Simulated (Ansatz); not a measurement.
The parent structure is BN in the zinc blende structure (space group F-43m, No. 216; a = 3.610 Å). Axes: x, y, z lie along the cube axes.

One thing is altered: tensor shear ε_xy = +1.71 % (engineering shear γ = 0.0342); the atoms relax in the strained cell.

The values are results of r2SCAN, PAW, 500 eV (Ansatz, an electronic-structure program; no spin-orbit coupling), not measurements.

Q: Give the band edges at the high-symmetry points of the new zone, measured from its valence-band maximum.

A: 
```csv
point,valence edge (eV),conduction edge (eV)
Γ,0.00,9.05
X,-4.86,4.84
F₂,-4.54,7.13
Σ₀,-4.54,7.13
Y₀,-4.11,7.69
U₀,-4.11,7.69
R,-2.22,10.35
W,-6.78,10.28
S,-1.96,10.85
T,-5.19,4.92
```

The gap is 4.84 eV, indirect, Γ → X.

No phonon test of stability was made. Labels are those of the standard path for the cell's own space group.
